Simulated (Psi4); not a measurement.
Psi4 1.11, PBE/def2-svp: Nb(Br)(Me)4 ([CH3][Nb]([CH3])([CH3])([CH3])[Br]), 18 atoms. The geometry is a generated start, not checked to be a minimum at this level.

```json
{
 "task": "energy",
 "method": "pbe",
 "basis": "def2-svp",
 "memory": "3 GB",
 "maxiter": "100",
 "keys_of_the_molecule_block": "symmetry c1",
 "scf_type": "df (default)",
 "e_convergence": "1e-06 (default)",
 "d_convergence": "1e-06 (default)",
 "dft_radial_points": "75 (default)",
 "dft_spherical_points": "302 (default)",
 "effective_core_potentials": "those of the basis set, past Kr",
 "basis_functions": "179",
 "grid_points": "383123"
}
```

```xyz
18

Nb     0.5318    -0.1810    -0.4422
Br     2.3608    -0.7960    -2.0326
C      1.0967    -0.6484     1.7045
H      1.1727    -1.7336     1.8553
H      0.4387    -0.2544     2.4831
H      2.1017    -0.2350     1.8810
C     -1.2487     0.7137    -1.5276
H     -2.1134     0.9815    -0.9133
H     -1.5951    -0.0033    -2.2838
H     -0.9419     1.6199    -2.0634
C     -0.9723    -1.8695    -0.0958
H     -0.6326    -2.6758    -0.7651
H     -2.0055    -1.6395    -0.3643
H     -0.9970    -2.2777     0.9175
C      0.6686     1.9576     0.3271
H      1.0048     2.5906    -0.5071
H      1.4040     2.0755     1.1315
H     -0.2734     2.3753     0.6954
```

Charge 0 and multiplicity 1 are set for this test and not shown to be the ground state.

With the defaults (diis = true, scf_initial_accelerator = adiis, damping_percentage = 0, guess = auto, which took SAD, level_shift = 0, level_shift_cutoff = 0.01, diis_max_vecs = 10, soscf = false) it converges in 12 SCF iterations. One run each on 2 threads, with these changes:
- diis = false, scf_initial_accelerator = none, damping_percentage = 60
- damping_percentage = 20
- level_shift = 0.1, level_shift_cutoff = 0.001
- scf_initial_accelerator = ediis
- guess = huckel
- diis_max_vecs = 20
- soscf = true
- guess = sadno
- diis_max_vecs = 3

### Question
Which runs fail or end elsewhere than the default run?

### Answer
No convergence: diis = false, scf_initial_accelerator = none, damping_percentage = 60 (the run ends without SCF convergence in 100 iterations). The rest reach the solution of the defaults.

```json
[
 {"setting": "soscf = true", "SCF iterations": "8", "JK calls": "29", "end": "same solution"},
 {"setting": "the defaults", "SCF iterations": "12", "JK calls": "13", "end": "same solution"},
 {"setting": "scf_initial_accelerator = ediis", "SCF iterations": "12", "JK calls": "13", "end": "same solution"},
 {"setting": "level_shift = 0.1, level_shift_cutoff = 0.001", "SCF iterations": "12", "JK calls": "13", "end": "same solution"},
 {"setting": "diis_max_vecs = 20", "SCF iterations": "12", "JK calls": "13", "end": "same solution"},
 {"setting": "guess = huckel", "SCF iterations": "14", "JK calls": "41", "end": "same solution"},
 {"setting": "guess = sadno", "SCF iterations": "15", "JK calls": "15", "end": "same solution"},
 {"setting": "damping_percentage = 20", "SCF iterations": "28", "JK calls": "29", "end": "same solution"},
 {"setting": "diis_max_vecs = 3", "SCF iterations": "52", "JK calls": "53", "end": "same solution"},
 {"setting": "diis = false, scf_initial_accelerator = none, damping_percentage = 60", "SCF iterations": "100", "JK calls": "101", "end": "no convergence"}
]
```

An SOSCF iteration holds several JK calls; a Hückel guess adds calls on atoms. 2 further runs of the study ended by our limits or in an error and are left out.
